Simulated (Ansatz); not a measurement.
## Al2O3: shear stress against shear

Al2O3 (corundum, R-3c, 8.323 Å³/atom and stress up to 0.01 GPa in the relaxed cell, c along z) under an engineering shear γ in the xz plane. LDA in Ansatz, a plane-wave DFT program (PAW, default set), 420 eV, 9×9×9 Γ-centred mesh, Fermi-Dirac smearing 0.05 eV; ions are relaxed, or left where forces stay under 0.02 eV/Å, within the symmetry of each cell. Stress is positive for a compressed cell.

Here s stands for strain and y for shear stress.

```csv
strain (%),shear stress (GPa)
0.00,0.00
0.80,-1.22
1.60,-2.43
2.40,-3.65
4.00,?
```

Taking a straight line for y over the 4 complete rows: Means: s 1.2000, y -1.825. About the means, the sum of products is -4.8640 and the sum of squares of s is 3.2000; the slope is their ratio. Least squares gives y = -0.001 - 1.5200·s. Residuals (row less fit): 0.001, -0.003, 0.003, -0.001; standard error 0.003 (degrees of freedom: 2). The slope gives the elastic constant C44 = 152.0 ± 0.2 GPa (± standard error of the fit, which holds the terms cut off).

Task: What does the fit predict for y at s = 4.00, and how far is the calculated value from it?

Result: y = -0.001 - 1.5200 × 4.0 = -6.081 GPa. The calculation gives -6.08 GPa, which the fit meets to the printed digits. The row lies outside the fitted rows, so this is an extrapolation. The scatter of the fitted rows lies at the last printed digit.

Rows are the converged runs of the series near zero and its far end, less any whose ions stayed unrelaxed beside relaxed ones; series whose fitted rows scatter by over a few per cent of the range, as at a crossing or softening among them, aren't shown in this form. Most that stay on the fit to the last digits aren't either.
